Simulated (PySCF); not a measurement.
PySCF 2.14.0, R2SCAN/def2-svp, df: C[SiH2]/C=C/[Si](O)(O)O, 18 atoms. The geometry is a generated start, not checked to be a minimum at this level.

```json
{
 "task": "energy",
 "method": "r2scan",
 "basis": "def2-svp",
 "two_electron_scheme": "density fitting",
 "mol.max_memory": "3000 MB",
 "mf.max_cycle": "100",
 "mf.conv_tol": "1e-09 (default)",
 "mf.grids.level": "3 (default)",
 "basis_functions": "170",
 "grid_points": "221040"
}
```

```xyz
18

Si     2.1098     0.7291    -0.8687
C      3.0846    -0.7674    -0.2159
C      0.3855     0.7472    -0.1035
C     -0.5683    -0.1501    -0.3456
Si    -2.2736    -0.1374     0.4551
O     -2.3313    -0.8751     1.9066
O     -2.7703     1.3971     0.7356
O     -3.2736    -0.9523    -0.5359
H      2.0171     0.6437    -2.3326
H      2.8008     1.9739    -0.4965
H      2.5868    -1.6978    -0.4737
H      4.0840    -0.7969    -0.6412
H      3.1856    -0.7384     0.8646
H      0.1579     1.5503     0.5916
H     -0.3515    -0.9472    -1.0454
H     -1.9798    -0.4165     2.6642
H     -2.9394     1.9740    -0.0034
H     -3.9244    -1.5361    -0.1553
```

With the defaults (mf.DIIS = CDIIS, mf.diis = true, mf.init_guess = minao, mf.damp = 0, mf.diis_start_cycle = 1, mf.diis_damp = 0, mf.diis_space = 8, newton = off) it converges in 13 Fock builds. One run each on 2 threads, 1 BLAS thread, with these changes:
- mf.diis_damp = 0.3
- mf.DIIS = EDIIS
- mf.init_guess = huckel
- mf.diis_space = 5
- newton = Hessian by the SCF's own integrals
- mf.damp = 0.3, mf.diis_start_cycle = 4
- mf.init_guess = sap
- mf.diis = false
- mf.init_guess = mod_huckel

Problem. Which of these changes keep the SCF from converging, or lead it to another solution?

Solution. No convergence: mf.DIIS = EDIIS; mf.diis = false (the run ends without SCF convergence in 100 cycles). The rest reach the solution of the defaults.

```csv
setting,Fock builds,end
the defaults,13,same solution
mf.diis_damp = 0.3,13,same solution
mf.diis_space = 5,14,same solution
mf.init_guess = huckel,16,same solution
"mf.damp = 0.3, mf.diis_start_cycle = 4",16,same solution
mf.init_guess = sap,16,same solution
mf.init_guess = mod_huckel,16,same solution
newton = Hessian by the SCF's own integrals,29,same solution
mf.DIIS = EDIIS,101,no convergence
mf.diis = false,101,no convergence
```

Under newton the count holds the products with the orbital Hessian.
